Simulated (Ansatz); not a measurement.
The starting structures come from a database of crystals and need not be the phases stable at ambient conditions.

**Evanescent states of HgO (P3_221, 6 atoms a cell, 17.1 Å³ an atom, -3 GPa at this level) along the normal of (001)**

All values below come from PBEsol (plane waves, PAW; Ansatz, a program for electronic structure).

The gap is the functional's own, uncorrected, and κ follows it; spin-orbit coupling is left out. Mid-gap means the computed energy nearest the middle.

Energies count from the valence-band top; κ is the least over a 12×12 mesh across the current.

```
E (eV)  κ (1/Å)  where
------  -------  -----
0.04      0.106  off Γ
0.12      0.194  off Γ
0.20      0.241      Γ
0.28      0.277      Γ
0.36      0.308      Γ
0.44      0.336      Γ
0.52      0.347      Γ
0.60      0.342      Γ
0.68      0.327  off Γ
0.76      0.311  off Γ
0.84      0.292  off Γ
0.92      0.273  off Γ
1.00      0.251  off Γ
1.08      0.227  off Γ
1.16      0.194  off Γ
1.24      0.154  off Γ
1.32      0.100  off Γ
```

Problem. How thick must the barrier be to attenuate the transmission by 10^4 when the electrodes' Fermi level lies at 1.24 eV, and what attenuation does that film give at 0.36 eV?

Solution. d = 4 ln 10 / (2 × 0.154) = 29.9 Å. At 0.36 eV it gives 4 × 0.308/0.154 = 8.0 decades.
